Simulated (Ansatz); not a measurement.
**WSi2, element substitutions**

Start from WSi2 (space group I4/mmm, No. 139).

```
WSi2
1.0
   -1.60576     1.60576     3.90206
    1.60576    -1.60576     3.90206
    1.60576     1.60576    -3.90206
W Si
1 2
Direct
  0.00000   0.00000   0.00000
  0.33486   0.33486   0.00000
  0.66514   0.66514   0.00000
```

Each row replaces one element on all its sites; cell and atoms are relaxed.

Calculations: r2SCAN (Ansatz, a first-principles code, PAW, scalar-relativistic without spin-orbit coupling).

Candidates:
(a) Si → Os
(b) Si → Co
(c) Si → Ge

Before the change:

```
Quantity   Result
---------  ------
c/a ratio   2.430
```

Question: Order them by c/a ratio, highest first.

Answer: (a) Si → Os (2.761), (b) Si → Co (2.629), (c) Si → Ge (2.462)

The magnetic state is the one reached from the starting moments; the real material's order can differ, and small cells can't hold many antiferromagnetic ones. Stability against distortions was not tested. As relaxed here, Os2W and Co2W are hypothetical phases, not in the database extracts checked. Spin-polarised in the final run: Co2W; the other runs are not.
